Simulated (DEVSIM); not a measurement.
Structure: Schottky contact on n-type Ge, at 250 K.

Layer 1 from the left is Ge, thickness (μm) 12.0, Nd (cm⁻³) 2e15, τn (s) 1e-5, τp (s) 1e-5. Layer 2 from the left is Ge, thickness (μm) 2.10, Nd (cm⁻³) 1.7e18, τn (s) 1e-5, τp (s) 1e-5.

Left contact: Schottky, work function 4.34 eV, emission velocity 6.3e6 cm/s. Right contact: ohmic. Voltage is applied to the left contact. Recombination: SRH at mid-gap, Auger. Mobility is μmin + (μ − μmin)/(1 + (N/Nref)^α).

The device is made up for the run: typed textbook-type constants, with dimensions and the other settings drawn at random. Values at 300 K; Nc and Nv go as T^1.5, mobilities as T to minus their exponent, the gap by Varshni's rule with the affinity fixed.

Ge: gap (eV) 0.664, affinity (eV) 4, permittivity 16, Nc (cm⁻³) 1.04e19, Nv (cm⁻³) 6e18, μn (cm²/Vs) 3900, μp (cm²/Vs) 1900, μn,min 150, μp,min 100, Nref,n 2.6e17, Nref,p 4e17, αn 0.56, αp 0.6, T exponent of μn 1.66, T exponent of μp 2.33, Cn (cm⁶/s) 1e-31, Cp (cm⁶/s) 1e-31, Varshni α (eV/K) 0.000477, Varshni β (K) 235.

DEVSIM, 1D drift-diffusion, Boltzmann statistics, complete ionisation; no tunnelling, impact ionisation, image-force lowering or self-heating. Metal contacts follow the ideal Schottky-Mott rule: no Fermi-level pinning, no interface dipoles.

Q: What does the simulation give for the dark forward voltage at 100 A/cm², the potential step across the device at zero bias?

A: dark forward voltage at 100 A/cm² 0.180 V; potential step across the device at zero bias 0.307 V.
